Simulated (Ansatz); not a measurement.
Consider HfN in the rock salt structure (space group Fm-3m, No. 225; a = 4.4683 Å; relaxed with 0.1 eV smearing). Axes: x, y, z lie along the cube axes.

The values are results of LDA in Ansatz (plane waves to 420 eV, PAW, without spin-orbit coupling), not measurements.

Strains are applied to the cell and any free atomic positions relax.

One change was made to it. Results:

| quantity | base | after |
|---|---|---|
| energy relative to the base (free energy F) | 0 meV/atom | +1.3 meV/atom |
| shortest interatomic distance | 223.4 pm | 223.4 pm |

Task: Which change produced these results?
(A) tensor shear ε_xy = +2.00 %
(B) tensor shear ε_xy = +1.43 %
(C) tensor shear ε_xy = +0.86 %
(D) tensor shear ε_xy = +1.71 %

Result: C, tensor shear ε_xy = +0.86 %. For comparison, the energy relative to the base in the other runs: tensor shear ε_xy = +1.71 % gives +5.3 meV/atom; tensor shear ε_xy = +2.00 % gives +7.2 meV/atom; tensor shear ε_xy = +1.43 % gives +3.7 meV/atom.

Whether these cells are dynamically stable was not tested. The final runs are not spin-polarised. An odd electron count without spin: HfN.

Ansatz is a first-principles code.
